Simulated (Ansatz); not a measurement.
Consider C in the diamond structure (space group Fd-3m, No. 227; a = 3.572 Å).

(Cell as relaxed with PBE.)

Levels (all Ansatz, a program for electronic structure, PAW, earlier PAW set): PBE (420 eV, no spin-orbit coupling); r2SCAN (500 eV, no spin-orbit coupling).

Each level relaxes its own structure.

```csv
base,PBE,r2SCAN
volume per atom,5.70 Å³,5.64 Å³
lattice parameter a,6.749 bohr,6.728 bohr
band gap,4.13 eV,4.36 eV
```

It is then changed as follows: a hydrostatic pressure of 10 GPa.

```json
[
 {"quantity": "band gap", "PBE": "4.18 eV", "r2SCAN": "4.41 eV"},
 {"quantity": "smallest direct gap", "PBE": "5.64 eV", "r2SCAN": "5.95 eV"},
 {"quantity": "shortest interatomic distance", "PBE": "2.901 bohr", "r2SCAN": "2.893 bohr"},
 {"quantity": "hole mass (degenerate bands, along [100])", "PBE": "0.29, 0.29, 0.52 mₑ (at Γ)", "r2SCAN": "0.27, 0.27, 0.48 mₑ (at Γ)"}
]
```

PBE's band gap lies 0.23 eV below r2SCAN's; PBE's smallest direct gap lies 0.31 eV below r2SCAN's; PBE's shortest interatomic distance lies 0.008 bohr above r2SCAN's (0.3 %). Neither level is exact; r2SCAN is the comparison here, not a measurement.

Load acts through the strain it causes; cell and atoms are relaxed under it. Effective masses come from finite differences of ±0.01 Å⁻¹. No phonon test of stability was made. No other phases were tried under pressure.
